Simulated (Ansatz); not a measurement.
A dielectric-response calculation of WS2 (P6_3/mmc, 6 atoms in the cell) with Ansatz (an electronic-structure program).

Method: PBE (plane waves, PAW; Ansatz).

```
CELL_PARAMETERS angstrom
      1.57028    -2.71980     0.00000
      1.57028     2.71980     0.00000
      0.00000     0.00000    12.28304
ATOMIC_POSITIONS crystal
  W  0.33333 0.66667 0.25000
  W  0.66667 0.33333 0.75000
  S  0.33333 0.66667 0.87800
  S  0.66667 0.33333 0.37800
  S  0.66667 0.33333 0.12200
  S  0.33333 0.66667 0.62200
```

Reference input (self-consistent single point, DFT, PBE, plane waves, default PAW files): basis.ecutwfc = 420 eV; kpoints.mp_grid.grid = 9 9 2; hamiltonian.xc = pbe; hamiltonian.pseudopotentials = {kind: paw} (the program's default PAW files); scf.occupations.method = fermi_dirac; scf.occupations.width = 0.05 eV. This run's input differs from it in these lines:

Ansatz 0.2 input:
```diff
@@ -13,3 +13,3 @@
 basis:
-  ecutwfc: 420.0 eV
+  ecutwfc: 250.0 eV
 kpoints:
@@ -20,7 +20,4 @@
 scf:
-  occupations: { method: fermi_dirac, width: 0.05 eV }
-output:
-  forces: true
-  eigenvalues: true
-  stress: true
+  occupations: { method: fixed }
+dielectric: {}
```

Log, with long lists cut:

```
SCF iter   1: F=—  HF=-24381.324097 eV  |F-HF|=—  |Δ(HF+E_count)|=         —  Δρ=1.30e-2  dr2=5.11e-2  ethr=1.77e-3  ⟨swp⟩=5.0  Hψ=6304  notcnv=0  defer=157
all-band conjugate gradients solve this SCF's bands
preconditioner: auto → Resta (q_TF=auto, 2.427 Å⁻¹)
SCF iter   2: F=—  HF=-24381.319564 eV  |F-HF|=—  |Δ(HF+E_count)|=   4.53e-3  Δρ=6.80e-3  dr2=1.31e-2  ethr=9.83e-5  ⟨swp⟩=3.0  Hψ=3408  notcnv=0  defer=192
   [... lines left out ...]
SCF iter   6: F=—  HF=-24381.321271 eV  |F-HF|=—  |Δ(HF+E_count)|=   2.19e-6  Δρ=1.58e-5  dr2=3.61e-7  ethr=4.12e-9  ⟨swp⟩=2.0  Hψ=2276  notcnv=0  defer=75
SCF iter   7: F=—  HF=-24381.321271 eV  |F-HF|=—  |Δ(HF+E_count)|=   1.87e-7  Δρ=4.08e-6  dr2=4.65e-8  ethr=6.94e-10  ⟨swp⟩=2.0  Hψ=2405  notcnv=0  defer=75
SCF iter   8: F=—  HF=-24381.321272 eV  |F-HF|=—  |Δ(HF+E_count)|=   9.70e-9  Δρ=6.44e-7  dr2=5.04e-10  ethr=8.93e-11  ⟨swp⟩=2.0  Hψ=2268  notcnv=0  defer=75
SCF iter   9: F=-24381.321272 eV  HF=-24381.321272 eV  |F-HF|=1.46e-11  |Δ(HF+E_count)|=  6.95e-10  Δρ=1.38e-7  dr2=2.55e-11  ethr=1.00e-12  ⟨swp⟩=9.1  Hψ=6084  notcnv=0
SCF 1 converged in 9 iterations: F = -24381.321272 eV  dr2 = 2.55e-11
DFPT response loops at Γ: preconditioner auto → Resta (q_TF=auto, 2.427 Å⁻¹)  ε∞=7.5 (no band partly filled) …
── the response to a field inside a basis, on 10×10×2 k-points: an SCF that follows is theirs, and a resumed run solves both again ──
Crystal: 6 atoms, lattice volume = 104.917 Å³
Bands: 27, of which v1, the nominal top of the filled ones, is band 26 counted from 1 (25 counted from 0)
k-points: 30 of 200 (irreducible under 8 space group operations)
Initial density: handed on by an earlier stage of this run
Initial wavefunctions: pseudopotential atomic-orbital guess (no wavefunctions were taken with the density)
   [... lines left out ...]
Free energy (F): -24381.321272 eV
Fermi energy:    11.964622 eV
   [... lines left out ...]
        -0.00000   -0.00000    0.23811
    site 5:
         0.28142    0.00000   -0.00000
        -0.00000    0.28142    0.00000
         0.00000   -0.00000    0.23811
  Z* charge neutrality: 6.006e-2 e pre-enforcement
  solved inside a basis spanned on kpoints, on 10×10×2 k-points, its susceptibility summed on 14×14×4: ε∞ is read to err by 6.8e-2, Z* by 4.1e-2 e (field_mesh …
```

The run converged in 15 iterations. 

Summary of the result:
| Item | Value |
|---|---|
| Free energy E − TS (on the zero of these files) | -24381.3213 eV |
| Top of the valence band (on the code's own zero) | 11.96 eV |
| Gap on the k-point mesh | 1.07 eV |
| ε∞ at this k-point mesh, which may be far from converged in small-gap cells (xx, yy, zz) | 13.8, 13.8, 6.27 |
| Born charges at this mesh (mean of the diagonal, e) | W -0.53, W -0.53, S 0.27, S 0.27, S 0.27, S 0.27 |

The starting cell has typed, rounded lattice constants, without a prior relaxation at this level. Its lattice was rescaled by up to half a per cent. Spin-orbit coupling is off. The cutoff lies below the one recommended for these files.

Cost on one core of a shared machine: roughly 2 min.
